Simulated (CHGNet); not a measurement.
AlB2-type MgB2

All values below come from the machine-learned potential CHGNet 0.3.0 (trained on PBE and PBE+U data).

Cell (relaxed at this level):

Space group P6/mmm (No. 191); a = b = 3.0772 Å, c = 3.5154 Å, α = β = 90.00°, γ = 120.00°

```tsv
atom	site	symmetry	x	y	z
Mg	1a	6/mmm	0.0000	0.0000	0.0000
B	2d	-6m2	0.3333	0.6667	0.5000
```

- lattice constant a = 3.077 Å
- c axis length = 3.515 Å

Measured, for comparison: lattice constant a 3.083 Å, lattice parameter c 3.521 Å (300 K, not corrected to a static lattice; as tabulated in Loa et al. (2002), arXiv:cond-mat/0206051). Computed (rounded) less measured: lattice constant a -0.2 %, lattice parameter c -0.2 %.

A machine-learned potential is trained on density-functional data: it inherits that level's misses and adds fitting errors of its own.
